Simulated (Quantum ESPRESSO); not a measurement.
A user runs Quantum ESPRESSO on Ta₂Cd₂O₇ (Fd-3m, 22 atoms in the cell) and asks whether the run is sound. The aim is a self-consistent single point with DFT, LDA (PZ), plane waves, GBRV 1.5 ultrasoft (LDA) pseudopotentials.

Cell that was meant: a = 7.4938 Å, b = 7.4938 Å, c = 7.4938 Å, α = 60.00°, β = 60.00°, γ = 60.00°.

Part of the input:

```fortran
  nbnd = 100,
/
&ELECTRONS
  conv_thr = 1.0d-2,
  mixing_beta = 0.7,
/
ATOMIC_SPECIES
```

Log, with long lists cut:

```
     G-vector sticks info
     --------------------
     sticks:   dense  smooth     PW     G-vecs:    dense   smooth      PW
   [... lines left out ...]
        k(    8) = (   0.0000000   0.8000000   0.0000000), wk =   0.0960000
        k(    9) = (   0.8000000   0.0000000   0.8000000), wk =   0.1920000
        k(   10) = (   0.6000000  -0.2000000   1.0000000), wk =   0.3840000

     Dense  grid:   194513 G-vectors     FFT dimensions: (  96,  96,  96)

     Smooth grid:    68873 G-vectors     FFT dimensions: (  60,  60,  60)

     Initial potential from superposition of free atoms

     starting charge     181.9962, renormalised to     184.0000

     negative rho (up, down):  4.580E-01 0.000E+00
     Self-consistent Calculation

     iteration #  1     ecut=    40.00 Ry     beta= 0.70

     negative rho (up, down):  4.644E-01 0.000E+00

     total energy              =   -1475.63825837 Ry
     estimated scf accuracy    <       6.94617113 Ry

     iteration #  2     ecut=    40.00 Ry     beta= 0.70

     negative rho (up, down):  4.674E-01 0.000E+00

     total energy              =   -1470.46580182 Ry
     estimated scf accuracy    <      44.97712560 Ry

     iteration #  3     ecut=    40.00 Ry     beta= 0.70

     negative rho (up, down):  4.684E-01 0.000E+00

   [... lines left out ...]
     estimated scf accuracy    <       4.07821802 Ry

     iteration #  4     ecut=    40.00 Ry     beta= 0.70

     negative rho (up, down):  4.698E-01 0.000E+00

     total energy              =   -1479.34465851 Ry
     estimated scf accuracy    <       0.61579751 Ry

     iteration #  5     ecut=    40.00 Ry     beta= 0.70

     negative rho (up, down):  4.729E-01 0.000E+00

     total energy              =   -1479.25431732 Ry
     estimated scf accuracy    <       0.27539962 Ry

     iteration #  6     ecut=    40.00 Ry     beta= 0.70

     negative rho (up, down):  4.734E-01 0.000E+00
     End of self-consistent calculation

     highest occupied, lowest unoccupied level (ev):     7.3614    9.0233

!    total energy              =   -1479.29401423 Ry
     estimated scf accuracy    <       0.00577810 Ry

     convergence has been achieved in   6 iterations

     negative rho (up, down):  4.734E-01 0.000E+00

     Forces acting on atoms (cartesian axes, Ry/au):

     atom    1 type  1   force =     0.00000000   -0.00000000    0.00000000
     atom    2 type  1   force =     0.00000000   -0.00000000   -0.00000000
     atom    3 type  1   force =     0.00000000   -0.00000000    0.00000000
     atom    4 type  1   force =     0.00000000    0.00000000   -0.00000000
     atom    5 type  2   force =     0.00000000    0.00000000   -0.00000000
   [... lines left out ...]
     Total force =     0.081802     Total SCF correction =     0.109163
   [... lines left out ...]

     negative rho (up, down):  4.734E-01 0.000E+00
          total   stress  (Ry/bohr**3)                   (kbar)     P=     -147.11
  -0.00100007  -0.00000000  -0.00000000         -147.11       -0.00       -0.00
  -0.00000000  -0.00100007   0.00000000           -0.00     -147.11        0.00
  -0.00000000   0.00000000  -0.00100007           -0.00        0.00     -147.11

   JOB DONE.
```

Can these results be used? Check the input.

The run is not sound. The fault is a convergence threshold that is too loose. A loop that stops early leaves an energy error of second order in the density error, but errors of first order in forces and stress. To fix it, tighten the threshold. The run converged in 6 iterations without an error; against the sound input the free energy rises by 2.8 meV/atom, the pressure goes from -16.11 to -14.71 GPa, the largest force goes from 0.584 to 0.607 eV/Å and the gap on the mesh goes from 1.749 to 1.662 eV. The full log also holds: “SCF correction compared to forces is large: reduce conv_thr to get better values”.

The sound input it was made from differs as follows (other fixes are possible):
```diff
-  conv_thr = 1.0d-2,
+  conv_thr = 1.0d-9,
```

With that input, the run converged in 14 iterations: free energy E − TS -20126.8814 eV; top of the valence band (on the code's own zero) 7.31 eV; gap on the k-point mesh 1.75 eV; pressure -16.11 GPa; largest force (vector length) 0.584 eV/Å (DFT, LDA (PZ), plane waves, GBRV 1.5 ultrasoft (LDA) pseudopotentials).

On the sound input: the starting cell comes from a database of computed structures (which also holds hypothetical and non-ambient phases and stackings), without a prior relaxation at this level. Its lattice was rescaled by a random factor within 2.5 % of one. Spin-orbit coupling is off. With a pressure of about -16 GPa the cell is away from its equilibrium volume at this level.
